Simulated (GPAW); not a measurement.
GPAW 25.7.0, DFT, PBE, plane waves, PAW datasets of gpaw-data 1.0.1: CdSe (from the phase in space group 216, mp-2691), 2 atoms. Basis and mesh were picked for this test and aren't claimed converged.

| Item | Value |
|---|---|
| cell | 4.34, 4.34, 4.34 Å; 60, 60, 60° |
| task | scf |
| mode.name | pw |
| mode.ecut | 350 eV |
| xc | PBE |
| k mesh | 6×6×6 |
| kpts.gamma | true |
| occupations.name | fermi-dirac |
| occupations.width | 0.02 eV |
| convergence.density (electrons an electron) | 1e-05 |
| maxiter | 150 |
| parallel.kpt | 2 |
| parallel.band | 1 |
| parallel.domain | 1 |
| parallel.sl_auto | false |
| parallel.augment_grids | true |
| mixer.backend | pulay (default) |
| mixer.method | separate (default) |
| mixer.beta | 0.05 (default) |
| mixer.nmaxold | 5 (default) |
| mixer.weight | 50 (default) |
| convergence.eigenstates (eV² an electron) | 4e-08 (default) |
| convergence.energy (eV an electron) | 0.0005 (default) |
| k-points after symmetry (base settings) | 16 |
| bands (base settings) | 13 |
| electrons (base settings) | 18 |
| plane waves (base settings) | 881 |
| coarse grid (base settings) | 20*20*20 |
| symmetry operations (base settings) | 24 |

One run each.

All on 2 ranks. Base settings, kept where nothing else is said: eigensolver.name = dav (default), eigensolver.niter = 2 (default) (eigensolver.blocksize, basis not set). The settings tried:
- eigensolver.name = rmm-diis, eigensolver.niter = 5
- eigensolver.name = cg
- eigensolver.niter = 1
- eigensolver.name = rmm-diis, eigensolver.niter = 1
- eigensolver.name = rmm-diis, eigensolver.niter = 3 (default), eigensolver.blocksize = 1
- basis = sz(dzp)
- basis = dzp
- eigensolver.niter = 3
- the base settings
- eigensolver.name = rmm-diis, eigensolver.niter = 3 (default), eigensolver.blocksize = 32

Q: Which settings need the fewest SCF iterations, which the most, and do any fail to converge?

A: Fewest SCF iterations, with those close behind: basis = dzp (15); eigensolver.name = rmm-diis, eigensolver.niter = 5 (17); basis = sz(dzp) (17). Most among those that reach the base run's result: eigensolver.name = rmm-diis, eigensolver.niter = 1 (31); eigensolver.name = cg (28). All converged.

```
setting                                                                                   SCF iterations        end
----------------------------------------------------------------------------------------  --------------  ---------
basis = dzp                                                                                           15  converged
eigensolver.name = rmm-diis, eigensolver.niter = 5                                                    17  converged
basis = sz(dzp)                                                                                       17  converged
eigensolver.niter = 3                                                                                 20  converged
the base settings                                                                                     21  converged
eigensolver.name = rmm-diis, eigensolver.niter = 3 (default), eigensolver.blocksize = 1               24  converged
eigensolver.name = rmm-diis, eigensolver.niter = 3 (default), eigensolver.blocksize = 32              24  converged
eigensolver.niter = 1                                                                                 26  converged
eigensolver.name = cg                                                                                 28  converged
eigensolver.name = rmm-diis, eigensolver.niter = 1                                                    31  converged
```

An iteration's cost differs between solvers, so these counts don't give the time.
